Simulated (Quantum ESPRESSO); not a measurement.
## Energy against c/a at fixed volume: hcp Hf (space group 194) (Quantum ESPRESSO, PBE)

```
Hf
1.0
    3.25035     0.00000     0.00000
   -1.62518     2.81489     0.00000
    0.00000     0.00000     4.93972
Hf
2
Direct
  0.66667   0.33333   0.75000
  0.33333   0.66667   0.25000
```

Method of the run: PBE, GBRV 1.5 ultrasoft (PBE) pseudopotentials (plane waves; Quantum ESPRESSO). Settings: ecutwfc = 52 Ry; ecutrho = 416 Ry; occupations = smearing; smearing = fd; degauss = 0.0036749 Ry; potentials = {Hf: hf_pbe_v1.uspp.F.UPF}; K_POINTS = automatic 24 24 14 0 0 0; conv_thr = 1e-10 Ry. The cell above is the first row's. The rows change c/a at fixed volume. In all rows fractional positions and the k mesh are held. E is the free energy at the stated smearing, counted from the lowest row.

| c/a | E (meV/atom) |
|---|---|
| 1.5197 | 9.03 |
| 1.5356 | 4.85 |
| 1.5514 | 1.98 |
| 1.5672 | 0.39 |
| 1.5831 | 0.00 |
| 1.5989 | 0.78 |
| 1.6147 | 2.65 |
| 1.6306 | 5.62 |
| 1.6464 | ? |

The 8 complete rows are fitted with a cubic, E against c/a. With u = c/a - 1.58, the rows have u = -0.06030, -0.04440, -0.02860, -0.01280, 0.00310, 0.01890, 0.03470, 0.05060. Least squares gives E = -0.018 - 1.56·u + 2337.5·u² - 2082·u³. Residuals (row less fit): -0.002, 0.008, -0.007, 0.001, 0.000, 0.007, -0.005, 0.002; standard error 0.007 (degrees of freedom: 4). The fitted curve has its minimum at c/a = 1.58, where E = -0.02. To one more digit the minimum is at c/a = 1.580; the ideal close-packed ratio is 1.633.

Predict the withheld E at c/a = 1.6464 from the fit, and compare with the calculation.

u = 0.06640, so E = -0.018 - 1.56 × 0.06640 + 2337.5 × 0.06640² - 2082 × 0.06640³ = 9.575 meV/atom. The calculation gives 9.66 meV/atom, 0.085 meV/atom above the prediction (0.9 % of the range of E in the table). The row lies outside the fitted rows, so this is an extrapolation. From the scatter of the fitted rows alone, a prediction at this place has a standard error of 0.019 meV/atom, so the miss is 4.5 times that.

Carrying the step between the two nearest rows on in a straight line would have given 8.57, off by 1.09; series whose last step already gives the withheld value aren't shown. The reference cell has the volume at which an earlier scan in this program and functional put its minimum by a fit; axis ratios and inner coordinates come from a measured-size cell. The runs keep the symmetry of the cell, so they don't test it for distortions. The best c/a moves a little with volume. Spin-orbit coupling is off. In metals such curves are sensitive to mesh and smearing. Cutoffs and mesh are single choices, not tested for convergence of this quantity. Series with a scatter that would blur these digits, or in which a gap closes, are not shown. Strain series were run only where this level's volume lies within 10 % of a first guess from the measured size.

Terms beyond the fitted order, or numerical noise in single rows, can give a miss of this size; the table doesn't tell which.
